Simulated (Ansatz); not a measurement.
CdS, response to strain

The reference is CdS in the zinc blende structure (space group F-43m, No. 216; a = 5.7566 Å).

Strains are applied to the cell and any free atomic positions relax.

The values are results of LDA/PAW in Ansatz (a program for electronic structure), scalar-relativistic without spin-orbit coupling, not measurements.

Notes on the quantities. energy relative to the base: free energy F.

```csv
isotropic strain (%),energy relative to the base (meV/atom)
-3,45.8
-2.5,?
-1,4.7
-0.5,1.2
0,0.0
0.5,1.1
1.5,9.7
2,17.0
3,36.9
```

### Question
Fit ΔE = Aε² + Bε³ (ε in %) to the rows shown and predict the withheld row.

### Answer
Least squares on the printed values gives A = 4.59 and B = -0.17 meV/atom (largest residual 0.1 meV/atom); this predicts 31.3 meV/atom, and the run gives 31.2 meV/atom, in agreement.

Whether these cells are dynamically stable was not tested.
